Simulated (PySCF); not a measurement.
PySCF 2.14.0, PBE0/def2-svp, df: Mo(F)2(H)4 ([F][MoH4][F]), 7 atoms. The geometry is a generated start, not checked to be a minimum at this level.

* **task**: energy
* **method**: pbe0
* **basis**: def2-svp
* **two-electron scheme**: density fitting
* **mol.max_memory**: 3000 MB
* **mf.max_cycle**: 100
* **mf.conv_tol**: 1e-09 (default)
* **mf.grids.level**: 3 (default)
* **effective core potentials**: those of the basis set, past Kr
* **basis functions**: 79
* **grid points**: 90200

```xyz
7

Mo    -0.0106     0.0431     0.0632
F      0.7979     1.4409     0.7134
F     -1.1144     0.0584     1.4085
H     -0.8130    -1.3016    -0.5344
H     -0.9527     0.7920    -1.0400
H      1.0178    -1.1011     0.6028
H      1.0749     0.0682    -1.2136
```

Charge 0 and multiplicity 1 are set for this test and not shown to be the ground state.

With the defaults (mf.DIIS = CDIIS, mf.diis = true, mf.level_shift = 0, mf.diis_space = 8, mf.init_guess = minao) it converges in 13 Fock builds. One run each on 2 threads, 1 BLAS thread, with these changes:
- mf.DIIS = ADIIS
- mf.init_guess = huckel
- mf.diis_space = 3
- mf.DIIS = EDIIS
- mf.level_shift = 1 Hartree
- mf.diis = false
- mf.level_shift = 0.1 Hartree
- mf.diis_space = 12
- mf.init_guess = mod_huckel

Task: Name the settings that don't reach the solution of the defaults.

Result: No convergence: mf.DIIS = EDIIS; mf.diis = false (the run ends without SCF convergence in 100 cycles). The rest reach the solution of the defaults.

```json
[
 {"setting": "the defaults", "Fock builds": "13", "end": "same solution"},
 {"setting": "mf.diis_space = 12", "Fock builds": "13", "end": "same solution"},
 {"setting": "mf.init_guess = huckel", "Fock builds": "15", "end": "same solution"},
 {"setting": "mf.level_shift = 0.1 Hartree", "Fock builds": "16", "end": "same solution"},
 {"setting": "mf.init_guess = mod_huckel", "Fock builds": "16", "end": "same solution"},
 {"setting": "mf.diis_space = 3", "Fock builds": "20", "end": "same solution"},
 {"setting": "mf.DIIS = ADIIS", "Fock builds": "20", "end": "same solution"},
 {"setting": "mf.level_shift = 1 Hartree", "Fock builds": "52", "end": "same solution"},
 {"setting": "mf.DIIS = EDIIS", "Fock builds": "101", "end": "no convergence"},
 {"setting": "mf.diis = false", "Fock builds": "101", "end": "no convergence"}
]
```
